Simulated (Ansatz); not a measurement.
Start from ZnGeP$_{2}$ in the chalcopyrite structure (space group I-42d, No. 122).

```yaml
crystal:
  lattice:
    - [-2.71210, 2.71210, 5.35473]
    - [2.71210, -2.71210, 5.35473]
    - [2.71210, 2.71210, -5.35473]
  atoms:
    - { symbol: Zn, position: [0.75000, 0.25000, 0.50000] }
    - { symbol: Zn, position: [0.00000, 0.00000, 0.00000] }
    - { symbol: Ge, position: [0.25000, 0.75000, 0.50000] }
    - { symbol: Ge, position: [0.50000, 0.50000, 0.00000] }
    - { symbol: P, position: [0.12667, 0.12500, 0.50167] }
    - { symbol: P, position: [0.62333, 0.62500, 0.49833] }
    - { symbol: P, position: [0.37500, 0.87333, 0.99833] }
    - { symbol: P, position: [0.87500, 0.37667, 0.00167] }
```

Level of theory: PBEsol, PAW, 420 eV (Ansatz, an electronic-structure program; without spin-orbit coupling).

Base values:

| Quantity | Value |
|---|---|
| Pressure | 0.00 GPa |
| Width of the top valence band | 1.50 eV |

One thing is altered: an isotropic linear strain of −0.68 %, atoms relaxed at fixed cell.

Question: What happens to the pressure?

Answer: The pressure (mean of the normal stresses, compression positive) goes from zero to 1.79 GPa.

Question: What happens to the width of the top valence band?

Answer: The width of the top valence band grows by 0.05 eV (1.50 eV → 1.55 eV).

Question: Predict the new mean gap deformation potential ΔEg/Δln V.

Answer: The mean gap deformation potential ΔEg/Δln V comes out as +1.5 eV.

Question: Predict the new energy relative to the base.

Answer: The energy rises by 2.2 meV/atom.

Whether these cells are dynamically stable was not tested.
